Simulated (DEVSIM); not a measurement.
System: illuminated Si n-on-p cell, one wavelength, at 300 K.

| layer (left to right) | material | thickness (μm) | Nd (cm⁻³) | Na (cm⁻³) | τn (s) | τp (s) | absorption coefficient (cm⁻¹) |
|---|---|---|---|---|---|---|---|
| 1 | Si | 0.150 | 7.4e18 | - | 4.9e-8 | 7e-8 | 29000 |
| 2 | Si | 37.0 | - | 1.1e16 | 2.6e-6 | 2.6e-6 | 29000 |

Left contact: ohmic, minority hole recombination velocity 2000 cm/s. Right contact: ohmic, minority electron recombination velocity 50000 cm/s. Voltage is applied to the left contact. Recombination: SRH at mid-gap, radiative, Auger. Light enters at the left, 4.4e16 photons cm⁻² s⁻¹, one pass, no reflection. Mobility is μmin + (μ − μmin)/(1 + (N/Nref)^α).

This is a model device: material constants are rounded textbook-type values typed into the input, and sizes, dopings and lifetimes were drawn at random. Values at 300 K.

```
parameter           Si
-------------  -------
gap (eV)         1.124
affinity (eV)     4.05
permittivity      11.7
Nc (cm⁻³)      2.86e19
Nv (cm⁻³)       3.1e19
μn (cm²/Vs)       1417
μp (cm²/Vs)        470
μn,min              52
μp,min              45
Nref,n          9.7e16
Nref,p          2.2e17
αn                0.68
αp                0.72
B (cm³/s)      4.7e-15
Cn (cm⁶/s)     2.8e-31
Cp (cm⁶/s)     9.9e-32
```

Simulated with DEVSIM: 1D drift-diffusion, Boltzmann statistics, complete ionisation; no tunnelling, impact ionisation, image-force lowering or self-heating.

The photon flux was swept, all else fixed.

```tsv
photon flux (cm^-2 s^-1)	largest power (mW/cm²)	open-circuit voltage (V)	fill factor	short-circuit current (mA/cm²)
1.3e15	0.0689	0.428	0.78	0.207
4.4e15	0.254	0.460	0.79	0.700
1.3e16	0.808	0.488	0.80	2.07
4.4e16	2.94	0.520	0.81	7.00
1.3e17	9.26	0.548	0.82	20.7
4.4e17	33.3	0.579	0.82	70.0
1.3e18	104	[?]	0.83	[?]
```

**Question.** Complete the blanks.

**Answer.** 
- 1.3e18, open-circuit voltage (V): 0.607
- 1.3e18, short-circuit current (mA/cm²): 207
